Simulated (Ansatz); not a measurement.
System: CsCl-type CoGa. Method: r²SCAN (PAW; Ansatz, a program for electronic structure).

A relaxed, unreconstructed slab of the (110) face has 12 atoms, two equal faces of 11.447 Å² each and an energy of -53530.5598 eV. A bulk cell of 4 atoms with the same orientation and in-plane k mesh has -17844.2920 eV. Energies are extrapolated to zero smearing.

Run with plane-wave cutoff 500 eV, 20×14×1 k mesh (along the axes of the cell as run), Fermi–Dirac smearing 0.1 eV, scalar-relativistic PAW data made under PBE.

Worked out: γ = (E_slab − N E_bulk per atom)/2A = [-53530.5598 − 12 × (-17844.2920/4)]/(2 × 11.447) = 0.1012 eV/Å². With 16.022 J/m² per eV/Å² this is 1.62 J/m², or 1.16 eV per surface cell and face.
